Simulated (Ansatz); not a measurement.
## A computed series for SnPbO3: response to strain

Start from SnPbO$_{3}$ in the cubic perovskite structure (space group Pm-3m, No. 221; a = 4.2196 Å; a model cell, its experimental status unchecked). Axes: x, y, z lie along the cube axes.

Strains are applied to the cell and any free atomic positions relax; under biaxial strain the out-of-plane vector relaxes too; under stress the whole cell relaxes.

The values are results of PBEsol in Ansatz (plane waves to 420 eV, PAW, no spin-orbit coupling), not measurements.

Notes on the quantities. pressure: mean of the normal stresses, compression positive; energy relative to the base: free energy F.

```csv
change,pressure,energy relative to the base,volume per atom
base,0.0 GPa,0 meV/atom,15.03 Å³
"biaxial strain −2.13 %, plane normal [001], relaxed out of plane",4.2 GPa,+12 meV/atom,14.60 Å³
"biaxial strain −0.70 %, plane normal [111], relaxed out of plane",0.8 GPa,+0.8 meV/atom,14.93 Å³
"biaxial strain −0.64 %, plane normal [111], relaxed out of plane",0.7 GPa,+0.7 meV/atom,14.94 Å³
isotropic strain −0.90 %,3.7 GPa,+4.5 meV/atom,14.62 Å³
isotropic strain +3.18 %,-9.1 GPa,+46 meV/atom,16.51 Å³
uniaxial strain ε_yy = +0.71 %,-0.8 GPa,+0.5 meV/atom,15.13 Å³
"uniaxial stress, 2 GPa compression along z",–,+0.9 meV/atom,14.95 Å³
```

Without a gap, meshes like the base's 11×11×11 leave anisotropic stresses uncertain by several tenths of a GPa, and small strain energies with them. Stability under load was not tested beyond the relaxation. The final runs are not spin-polarised. Many cubic perovskites are stable only at high temperature; tilts and polar distortions were not tested.

Ansatz is an electronic-structure program.
